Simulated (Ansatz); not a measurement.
Take TiAl (space group P4/mmm, No. 123; relaxed with 0.1 eV smearing) as the base.

```xyz
2
Lattice="2.7963 0.0000 0.0000 0.0000 2.7963 0.0000 0.0000 0.0000 4.0381" Properties=species:S:1:pos:R:3 pbc="T T T"
Ti     0.0000     0.0000     0.0000
Al     1.3981     1.3981     2.0191
```

Cartesian axes are those of the cell as printed.

Calculations: PBEsol/PAW in Ansatz (a quantum-chemistry and plane-wave program), scalar-relativistic without spin-orbit coupling.

Strains are applied to the cell and any free atomic positions relax.

One change was made to it. Results:

```csv
quantity,base,after
energy relative to the base (free energy F),0 meV/atom,+1.7 meV/atom
"pressure (mean of the normal stresses, compression positive)",0.0 GPa,0.0 GPa
```

Which change produced these results?
(A) tensor shear ε_xz = +0.86 %
(B) tensor shear ε_xz = +1.14 %
(C) tensor shear ε_xz = +2.00 %

A, tensor shear ε_xz = +0.86 %. For comparison, the energy relative to the base in the other runs: tensor shear ε_xz = +2.00 % gives +9.4 meV/atom; tensor shear ε_xz = +1.14 % gives +3.1 meV/atom.

Whether these cells are dynamically stable was not tested. The final runs are not spin-polarised.
